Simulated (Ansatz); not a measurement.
**A computed series for Lu: response to strain**

Take Lu in the hcp (Mg type) structure (space group P6_3/mmc, No. 194; a = 3.4432 Å, c = 5.3669 Å; relaxed with 0.1 eV smearing) as the base. Axes: x lies along a and z along c of the hexagonal cell.

Strains are applied to the cell and any free atomic positions relax.

The values are results of DFT with PBEsol, PAW potentials and a 420 eV plane-wave cutoff in Ansatz (a first-principles code), scalar-relativistic without spin-orbit coupling, not measurements.

Candidates:
(a) uniaxial strain ε_zz = −2.00 %
(b) uniaxial strain ε_zz = −2.50 %
(c) uniaxial strain ε_zz = −3.00 %

Notes on the quantities. energy relative to the base: free energy F.

Question: Order them by energy relative to the base, lowest first.

Answer: (a) uniaxial strain ε_zz = −2.00 % (+3.6 meV/atom), (b) uniaxial strain ε_zz = −2.50 % (+5.6 meV/atom), (c) uniaxial strain ε_zz = −3.00 % (+8.1 meV/atom)

Whether these cells are dynamically stable was not tested.
